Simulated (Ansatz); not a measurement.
**ZnSe: energy against volume**

ZnSe (zinc blende, F-43m, 22.732 Å³/atom and stress up to 0.01 GPa in the relaxed cell, cube axes along x, y and z) under an equal strain ε along all three axes. r2SCAN in Ansatz, a plane-wave DFT program (PAW, default set), 500 eV, 10×10×10 Γ-centred mesh, Fermi-Dirac smearing 0.05 eV; ions are relaxed, or left where forces stay under 0.02 eV/Å, within the symmetry of each cell.

Here V stands for volume and E for E less E0.

```csv
volume (Å³/atom),E less E0 (meV/atom),pressure (GPa)
21.3951,17.82,4.52
21.7243,9.84,3.27
22.0568,4.29,2.10
22.3927,1.05,1.01
22.7319,0.00,-0.01
23.0746,1.04,-0.95
23.4207,4.05,-1.83
23.7703,8.95,-2.65
24.1233,15.63,-3.41
24.8398,?,?
```

Task: Fit E against V with the third-order Birch-Murnaghan form, a cubic in V^(-2/3), and predict the withheld value at V = 24.8398.

Result: With u = V^(-2/3) - 0.1247, the rows have u = 0.0050549, 0.0037407, 0.0024467, 0.0011720, -0.0000833, -0.0013203, -0.0025388, -0.0037395, -0.0049224. Least squares gives E = 0.005 + 102.6·u + 671224·u² + 1123720·u³. Residuals (row less fit): 0.000, 0.000, -0.001, 0.001, -0.001, 0.003, -0.003, 0.001, 0.000; standard error 0.002 (degrees of freedom: 5). Its minimum lies at u = -0.0000764, so V0 = (0.1246236)^(-3/2) = 22.73. There d²E/du² = 1342000 and d³E/du³ = 6742000, so B0 = (4/9) × 22.73^(-7/3) × 1342000 × 0.160218 = 65.3 GPa (the last factor turns the table's units into GPa), and B0' = 4 + (2/3) × 0.1246236 × (6742000)/1342000 = 4.4. B0' rests on the cubic coefficient alone and has a standard error of 0.1 from these residuals. At the withheld row, u = -0.0072370, so E = 0.005 + 102.6 × (-0.0072370) + 671224 × (-0.0072370)² + 1123720 × (-0.0072370)³ = 33.991 meV/atom. The calculation gives 33.98 meV/atom, 0.011 meV/atom below the prediction (0.0 % of the range of E in the table). The row lies outside the fitted rows, so this is an extrapolation. The scatter of the fitted rows lies at the last printed digit.

Other structures, which can take over under pressure, weren't tried. The same form fitted to the pressure column gives B0' = 4.4; series where the two differ by over 0.4 aren't shown. Rows are the converged runs of the series near zero and its far end, less any whose ions stayed unrelaxed beside relaxed ones; series whose fitted rows scatter by over a few per cent of the range, as at a crossing or softening among them, aren't shown in this form.
